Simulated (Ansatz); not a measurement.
This concerns the formation energy of Cs2AgBiBr6 (Fm-3m) from the elements. Reaction: Bi (R-3m) + Ag (fcc) + 6 Br (Cmce) + 2 Cs (bcc) → Cs2AgBiBr6 (Fm-3m). Negative: the products are lower in energy. The value is per atom of the solid.

Cs2AgBiBr6 (Fm-3m), 10 atoms in the cell, k-point mesh 6×6×6 on the run's own vectors.
AgBiCs2Br6 is modelled in the cubic space group Fm-3m (No. 225), Pearson symbol cF40. Conventional cell: a = 11.304 Å, b = 11.304 Å, c = 11.304 Å, α = 90.00°, β = 90.00°, γ = 90.00°. Cs on 8c has 12 Br at 3.997 Å (cuboctahedral). Ag on 4b is surrounded by 6 Br at 2.795 Å (octahedral). Bi on 4a sees 6 Br at 2.858 Å (octahedral). Br on 24e is coordinated by 1 Ag at 2.795 Å and 1 Bi at 2.858 Å and 4 Cs at 3.997 Å (octahedral). (Neighbours: up to the widest gap in distance over summed covalent radii, below 1.35, at either atom; cation-cation and far metal-metal contacts left out.)
(The calculation used a cell of 10 atoms; values per cell refer to that cell.)

Bi (R-3m), 2 atoms in the cell, k-point mesh 16×16×16 on the run's own vectors. Conventional cell: a = 4.5321 Å, b = 4.5321 Å, c = 11.6526 Å, α = 90.00°, β = 90.00°, γ = 120.00°.

Ag (fcc, Fm-3m), 1 atom in the cell, k-point mesh 26×26×26 on the run's own vectors. Conventional cell: a = b = c = 4.0728 Å, α = β = γ = 90.00°.

Br (Cmce), 4 atoms in the cell, k-point mesh 10×10×4 on the run's own vectors. Conventional cell: a = 6.9814 Å, b = 4.1470 Å, c = 8.5786 Å, α = 90.00°, β = 90.00°, γ = 90.00°.

Cs (bcc, Im-3m), 1 atom in the cell, k-point mesh 14×14×14 on the run's own vectors. Conventional cell: a = b = c = 6.0402 Å, α = β = γ = 90.00°.

Plane-wave PAW calculations with Ansatz (a program for electronic structure), its default PAW set, cutoff 420 eV, 500 eV for r2SCAN. The structures are at rest with PBE+D3(BJ); other levels are single points on them. HSE06 runs on coarser k-point meshes, mended by the PBE difference between the two meshes. Some cells are metallic or hold partly filled levels, where a hybrid on a coarse mesh is less sure. Neutral cells; Fermi-Dirac smearing of at most 0.10 eV in the solids, energies taken to zero width. The lattices are those relaxed with PBE+D3(BJ), so at other levels the solids can be strained, which adds to the spread. A dispersion term (D3(BJ), or D4 for r2SCAN) was computed beside these levels and is taken off wherever the name lacks it. No zero-point or thermal terms. No structure search was made; lower ones may exist. Spin-orbit coupling is left out.

Problem. What is the computed value (PBE+D3(BJ))?

Solution. -1.14 eV/atom, for Bi (R-3m) + Ag (fcc) + 6 Br (Cmce) + 2 Cs (bcc) → Cs2AgBiBr6 (Fm-3m).

Problem. List the value at the remaining levels and say how far they part.

Solution. 
| Functional | value (eV/atom) | less PBE+D3(BJ) |
|---|---|---|
| r2SCAN | -1.32 | -0.18 |
| r2SCAN+D4 | -1.30 | -0.16 |
| HSE06 | -1.28 | -0.14 |

The levels span 0.18 eV/atom, from r2SCAN (-1.32) to PBE+D3(BJ) (-1.14).
